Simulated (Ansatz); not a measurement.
Base system: ZnS in the zinc blende structure (space group F-43m, No. 216; a = 5.297 Å). Axes: x, y, z lie along the cube axes.

Calculations: LDA in Ansatz (plane waves to 420 eV, PAW, without spin-orbit coupling).

The change: a pure shear with ε_xy = ε_yx = 0.0057, atoms relaxed at fixed cell.

Predict the stress tensor and what it implies for the stiffness.

Stress of the strained cell less that of the base (GPa, compression positive):
```
   0.00   -0.59    0.00
  -0.59    0.00    0.00
   0.00    0.00    0.00
```

Then −Δσ/γ with γ = 2ε = 0.0114 gives relaxed-ion elastic constants: C66 ≈ 52 GPa.

Whether these cells are dynamically stable was not tested.

Ansatz is a quantum-chemistry and plane-wave program.
